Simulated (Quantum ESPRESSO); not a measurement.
Worked example: self-consistent single point of Ti (P6_3/mmc, 2 atoms in the cell) in Quantum ESPRESSO.

Method: PBE, PseudoDojo standard norm-conserving (PBE) pseudopotentials (plane waves; Quantum ESPRESSO 7.5).

The change in words: lattice scaled by 0.98. Reference geometry:
```yaml
crystal:
  lattice:
    - [1.47500, -2.55477, 0.00000]
    - [1.47500, 2.55477, 0.00000]
    - [0.00000, 0.00000, 4.68000]
  atoms:
    - { symbol: Ti, position: [0.33333, 0.66667, 0.25000] }
    - { symbol: Ti, position: [0.66667, 0.33333, 0.75000] }
```

Reference input (self-consistent single point, DFT, PBE, plane waves, PseudoDojo standard norm-conserving (PBE) pseudopotentials): ecutwfc = 85 Ry; occupations = smearing; smearing = fd; degauss = 0.0073499 Ry; potentials = {Ti: Ti.upf}; K_POINTS = automatic 13 13 7 0 0 0; conv_thr = 1e-10 Ry; mixing_beta = 0.4. This run's input differs from it in these lines:

```diff
@@ -28,5 +28,5 @@
 CELL_PARAMETERS {angstrom}
-   1.47500000    -2.55477494     0.00000000
-   1.47500000     2.55477494     0.00000000
-   0.00000000     0.00000000     4.68000000
+   1.44549987    -2.50367922     0.00000000
+   1.44549987     2.50367922     0.00000000
+   0.00000000     0.00000000     4.58640000
```

Output, abridged:

```
     Self-consistent Calculation

     iteration #  1     ecut=    85.00 Ry     beta= 0.40

     Threshold (ethr) on eigenvalues was too large:
     Diagonalizing with lowered threshold

     total energy              =    -237.41102545 Ry
     estimated scf accuracy    <       0.07810470 Ry

     iteration #  2     ecut=    85.00 Ry     beta= 0.40

     total energy              =    -237.42085694 Ry
     estimated scf accuracy    <       0.00443271 Ry

     iteration #  3     ecut=    85.00 Ry     beta= 0.40

     total energy              =    -237.42184676 Ry
     estimated scf accuracy    <       0.00098860 Ry

   [... 8 blocks of this kind left out ...]

     iteration # 12     ecut=    85.00 Ry     beta= 0.40

     total energy              =    -237.42212376 Ry
     estimated scf accuracy    <          9.1E-10 Ry

     iteration # 13     ecut=    85.00 Ry     beta= 0.40
     End of self-consistent calculation

     the Fermi energy is    14.1221 ev

!    total energy              =    -237.42212376 Ry
     estimated scf accuracy    <          9.0E-11 Ry
     smearing contrib. (-TS)   =      -0.00536940 Ry
     internal energy E=F+TS    =    -237.41675436 Ry

     convergence has been achieved in  13 iterations

     Forces acting on atoms (cartesian axes, Ry/au):

     atom    1 type  1   force =    -0.00000000   -0.00000000    0.00000000
     atom    2 type  1   force =     0.00000000    0.00000000    0.00000000

     Total force =     0.000000     Total SCF correction =     0.000000

          total   stress  (Ry/bohr**3)                   (kbar)     P=       58.81
   0.00040104   0.00000000   0.00000000           59.00        0.00        0.00
   0.00000000   0.00040104   0.00000000            0.00       59.00        0.00
   0.00000000   0.00000000   0.00039723            0.00        0.00       58.43

   JOB DONE.
```

The run converged in 13 iterations. Against the reference run the free energy rises by 13.8 meV/atom and the pressure goes from -1.31 to 5.88 GPa.

The starting cell has typed, rounded lattice constants, without a prior relaxation at this level. For this run, on top of that: lattice scaled by 0.98. Spin polarisation is off. With a pressure of about 6 GPa the cell is away from its equilibrium volume at this level.

Cost on one core of a shared machine: roughly 2 min.
